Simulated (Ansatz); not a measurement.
Ansatz (a first-principles code) run on LaP (I4mm, 2 atoms in the cell): self-consistent single point.

Level of theory: LDA (PW92), default PAW files made with PBE (plane waves; Ansatz).

The change in words: lattice scaled by 0.98; kpoints.mp_grid.grid: 9 9 9 → 23 23 23. Reference geometry:
```
CELL_PARAMETERS angstrom
      0.00000     3.02415     3.02415
      3.02415     0.00000     3.02415
      3.02415     3.02415     0.00000
ATOMIC_POSITIONS crystal
  La 0.00827 0.00827 0.99173
  P  0.50000 0.50000 0.50000
```

Reference input (self-consistent single point, DFT, LDA (PW92), plane waves, default PAW files made with PBE): basis.ecutwfc = 420 eV; kpoints.mp_grid.grid = 9 9 9; hamiltonian.xc = lda; hamiltonian.pseudopotentials = {kind: paw} (the program's default PAW files); scf.occupations.method = fermi_dirac; scf.occupations.width = 0.1 eV. This run's input differs from it in these lines:

Ansatz 0.2 input:
```diff
@@ -2,5 +2,5 @@
   lattice:
-    - [0.00000000, 3.02415000, 3.02415000]
-    - [3.02415000, 0.00000000, 3.02415000]
-    - [3.02415000, 3.02415000, 0.00000000]
+    - [0.00000000, 2.96366700, 2.96366700]
+    - [2.96366700, 0.00000000, 2.96366700]
+    - [2.96366700, 2.96366700, 0.00000000]
   atoms:
@@ -12,3 +12,3 @@
   mp_grid:
-    grid: [9, 9, 9]
+    grid: [23, 23, 23]
 hamiltonian:
```

Output, abridged:

```
SCF iter   1: F=—  HF=-6805.214282 eV  |F-HF|=—  |Δ(HF+E_count)|=         —  Δρ=4.13e-3  dr2=7.03e-3  ethr=1.77e-3  ⟨swp⟩=4.9  Hψ=59901  notcnv=0
all-band conjugate gradients solve this SCF's bands
preconditioner: auto → Kerker (q_TF=auto, 2.241 Å⁻¹)
SCF iter   2: F=—  HF=-6805.211961 eV  |F-HF|=—  |Δ(HF+E_count)|=   2.32e-3  Δρ=2.25e-3  dr2=1.88e-3  ethr=4.39e-5  ⟨swp⟩=2.1  Hψ=29983  notcnv=0
SCF iter   3: F=—  HF=-6805.211639 eV  |F-HF|=—  |Δ(HF+E_count)|=   3.22e-4  Δρ=3.98e-4  dr2=9.17e-5  ethr=1.17e-5  ⟨swp⟩=2.7  Hψ=16497  notcnv=0
SCF iter   4: F=—  HF=-6805.211626 eV  |F-HF|=—  |Δ(HF+E_count)|=   1.28e-5  Δρ=7.35e-5  dr2=2.80e-6  ethr=5.73e-7  ⟨swp⟩=2.4  Hψ=15903  notcnv=0
SCF iter   5: F=—  HF=-6805.211626 eV  |F-HF|=—  |Δ(HF+E_count)|=   3.84e-7  Δρ=2.18e-5  dr2=3.69e-7  ethr=1.75e-8  ⟨swp⟩=2.4  Hψ=19196  notcnv=0
SCF iter   6: F=-6805.211626 eV  HF=-6805.211626 eV  |F-HF|=7.11e-9  |Δ(HF+E_count)|=   2.19e-8  Δρ=5.92e-6  dr2=2.86e-8  ethr=6.25e-10  ⟨swp⟩=7.6  Hψ=60736  notcnv=0
SCF 1 converged in 6 iterations: F = -6805.211626 eV  dr2 = 2.86e-8
Free energy (F): -6805.211626 eV
Internal energy: -6805.202327 eV  (E = F + TS)
E sigma→0 (E₀):  -6805.206977 eV
Entropy (-TS):   -0.009300 eV (-4.650 meV/atom)
Fermi energy:    9.406248 eV
--- Forces (eV/Å), atoms counted from 1 ---
  atom   1  La     0.00000000    -0.00000000    -0.14986852
  atom   2  P      0.00000000    -0.00000000     0.14987060
--- Stress (GPa, compression-positive) ---
        0.404649       0.000000       0.000000
        0.000000       0.404649       0.000000
        0.000000       0.000000       0.655669
  P = ⅓ Tr σ = 0.4883 GPa (4.883 kbar)
  The stress holds the Pulay correction. Without it, at fixed plane waves, as pw.x and ABINIT print it: P = 0.4688 GPa
```

The run converged in 6 iterations. Against the reference run the free energy falls by 19.2 meV/atom, the pressure goes from -3.99 to 0.49 GPa and the largest force goes from 0.113 to 0.150 eV/Å.

The starting cell comes from a database of computed structures (which also holds hypothetical and non-ambient phases and stackings), without a prior relaxation at this level. Its lattice was rescaled by up to half a per cent. One atom was moved a little off its site on purpose. For this run, on top of that: lattice scaled by 0.98. Ansatz's pressure includes its estimate of the finite-basis (Pulay) stress.

Cost on one core of a shared machine: roughly 60 s.
